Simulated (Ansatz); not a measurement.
Defect migration in bcc W: Hf-vacancy pair (Hf on one host W site, one W site vacant), neutral cell. All values below come from PBE, PAW (plane waves to 420 eV; Ansatz, an electronic-structure program).

Cell of 36 host sites held at the relaxed PBE lattice; a 2×2×3 k-point mesh shifted by half a step; Fermi-Dirac width 0.10 eV, spin-restricted; finite-size errors left in. No zero-point or tunnelling terms. Spin-orbit coupling is left out. Forms of the defect that were not tried may lie lower.

Barriers: single points on a 3×3×5 k-point mesh shifted by half a step at the bands' geometries.

Relaxed starting cell (atoms counted from 1):

```xyz
35
Lattice="9.5529 0.0000 0.0000 0.0000 9.5529 0.0000 0.0000 0.0000 6.3686" Properties=species:S:1:pos:R:3 pbc="T T T"
Hf     0.1011     0.1087     0.1263
W     -0.0114    -0.0038     3.2204
W     -0.0144     3.1995     0.0090
W      0.0066     3.1669     3.1523
W     -0.0045     6.3911     0.0125
W     -0.0062     6.3578     3.2009
W      3.1920    -0.0067     0.0090
W      3.1594     0.0142     3.1525
W      3.1513     3.1590     0.0281
W      3.1647     3.1724     3.1650
W      3.1793     6.3544     0.0035
W      3.1764     6.3634     3.1944
W      6.3836     0.0031     0.0125
W      6.3502     0.0014     3.2010
W      6.3468     3.1869     0.0036
W      6.3558     3.1840     3.1944
W      6.3576     6.3652     0.0137
W      6.3626     6.3702     3.1949
W      1.6203     1.6280     4.7154
W      1.5799     4.7495     1.5942
W      1.5797     4.7638     4.7811
W      1.6269     7.9183     1.6400
W      1.6093     7.9554     4.7837
W      4.7418     1.5875     1.5942
W      4.7562     1.5873     4.7811
W      4.7636     4.7712     1.5945
W      4.7516     4.7592     4.7884
W      4.7742     7.9604     1.6046
W      4.7608     7.9687     4.7877
W      7.9106     1.6345     1.6400
W      7.9477     1.6168     4.7836
W      7.9528     4.7818     1.6046
W      7.9611     4.7685     4.7877
W      7.9427     7.9503     1.6224
W      7.9489     7.9566     4.7863
```

End state 1 differs by these moves (Å; atoms that move under 0.08 Å are left out):

| atom | element | Δx | Δy | Δz |
|---|---|---|---|---|
| 1 | Hf | 1.37 | 1.37 | 1.36 |

Problem. Predict the forward and backward barriers to end state 1 from PBE, PAW.

Solution. forward 0.85 eV, backward 0.85 eV; at the saddle point atom 1 has neighbours 4 W at 2.75, 2 W at 2.79, 2 W at 3.41, 4 W at 3.43 Å. The saddle point's order was not checked, and it lies on a symmetry element of the cell, where a band can be held.
